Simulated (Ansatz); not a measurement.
Defect migration in rutile-type MgF2: F vacancy, charge state +1. The step: one F atom jumps into the vacancy from a nearby F site; the atom moves 2.69 Å along (0.10, 0.47, -0.47) of the unit cell; the moving atom starts with neighbours F at 2.55; Mg at 1.98, 2 Mg at 2.05 Å and ends with Mg at 1.98, Mg at 2.05, Mg at 2.08 Å. DFT values are from Ansatz (plane-wave PAW, 420 eV unless said) in a cell of 72 host sites, spin-restricted, static, with no finite-size correction. The charge state is imposed; whether it is stable for some Fermi level was not computed. Forms of the defect that were not tried may lie lower. For the PBE band: the program found a first-order saddle point.

```json
[
 {"Level": "CHGNet universal potential (has no charge state), its own band", "Forward barrier (eV)": "0.67", "Cost of the band or of the saddle's single point": "-"},
 {"Level": "PBE, the Γ point alone, band relaxed", "Forward barrier (eV)": "0.71", "Cost of the band or of the saddle's single point": "around 12 core-minutes (rough)"},
 {"Level": "PBE, a 2×2×2 k-point mesh shifted by half a step, same geometries", "Forward barrier (eV)": "0.71", "Cost of the band or of the saddle's single point": "around 3 core-minutes (rough)"},
 {"Level": "r2SCAN at 500 eV, the Γ point alone, same geometries", "Forward barrier (eV)": "0.76", "Cost of the band or of the saddle's single point": "about 80 core-seconds (a rough figure)"},
 {"Level": "HSE06, Γ point alone, same geometries", "Forward barrier (eV)": "(withheld)", "Cost of the band or of the saddle's single point": "very roughly 4 core-minutes"}
]
```

Complete the blanks.


- HSE06, Γ point alone, same geometries, Forward barrier (eV): 0.75

Ansatz is a program for electronic structure.
